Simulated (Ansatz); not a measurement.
Start from BeBr$_{2}$ in the CdCl2 type structure (space group R-3m, No. 166; a = 3.422 Å, c = 17.720 Å (hexagonal axes); a hypothetical phase, not in the database extracts checked; layered, stacked along the Cartesian z axis). Axes: x lies along a and z along c of the hexagonal cell.

All numbers come from Kohn–Sham DFT with the PBEsol-D3(BJ) functional, run in Ansatz (a program for electronic structure) with PAW and 420 eV plane waves, without spin-orbit coupling.

Before the change:

Band gap: 3.80 eV
Gap character: indirect, k = (0.182, 0.273, 0.273) in the run's primitive reciprocal basis → F

Perturbation: compressive biaxial strain of 2.06 % in the plane normal to [001], as in epitaxy on a mismatched substrate; the out-of-plane cell vector and the atoms relax.

### Question
How does this affect the energy relative to the base, band gap, in-plane stress and gap character?

### Answer
The energy increases by 8.2 meV/atom; the band gap falls by 0.13 eV to 3.67 eV; the mean in-plane stress (compression positive) is +3.4 GPa; the gap character changes from indirect, k = (0.182, 0.273, 0.273) in the run's primitive reciprocal basis → F to indirect, k = (0, 0.091, -0.364) in the run's primitive reciprocal basis → F.

Whether these cells are dynamically stable was not tested.
